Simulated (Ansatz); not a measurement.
The starting structures come from a database of crystals and need not be the phases stable at ambient conditions.

 Where the default PAW files enter, the runs use the earlier of Ansatz's two default sets.

**Evanescent states of ZnSnP₂ (P-4m2, not sure to be the ambient phase, 4 atoms a cell, 22.5 Å³ an atom) along the normal of (110)**

Computed with r2SCAN (plane waves, PAW; Ansatz, a quantum-chemistry and plane-wave program).

No gap correction and no spin-orbit coupling; mid-gap values are interpolated between computed energies.

Energies count from the valence-band top; κ is the least over a 6×6 mesh across the current.

| E (eV) | κ (1/Å) | where |
|---|---|---|
| 0.03 | 0.026 | Γ |
| 0.09 | 0.043 | Γ |
| 0.15 | 0.054 | Γ |
| 0.21 | 0.061 | Γ |
| 0.27 | 0.067 | Γ |
| 0.33 | 0.071 | Γ |
| 0.39 | 0.073 | Γ |
| 0.45 | 0.074 | Γ |
| 0.51 | 0.074 | Γ |
| 0.57 | 0.073 | Γ |
| 0.63 | 0.070 | Γ |
| 0.69 | 0.066 | Γ |
| 0.75 | 0.059 | Γ |
| 0.81 | 0.049 | off Γ |

### Question
How thick must the barrier be to attenuate the transmission by 10^4 when the electrodes' Fermi level lies at 0.09 eV, and what attenuation does that film give at 0.81 eV?

### Answer
d = 4 ln 10 / (2 × 0.043) = 107.1 Å. At 0.81 eV it gives 4 × 0.049/0.043 = 4.6 decades.
